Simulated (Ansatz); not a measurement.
Crystal: TiO2 (I4_1/amd, anatase, 6 atoms a cell, 11.5 Å³ an atom); both levels run on this one cell.

Complex bands along the normal of (001) by Ansatz (plane waves, PAW, no spin-orbit coupling). r2SCAN gives a gap of 2.56 eV and a slowest mid-gap decay of 0.411 1/Å.

Problem. What does PBE give on the same cell, and what does that do to the current through 2 nm?

Solution. Gap 2.18 eV, κ = 0.382 1/Å. The mid-gap transmission through 2 nm changes by exp(2 × 20 × (0.411 − 0.382)) = a factor of 3.2 against r2SCAN.

Ansatz is an electronic-structure program.
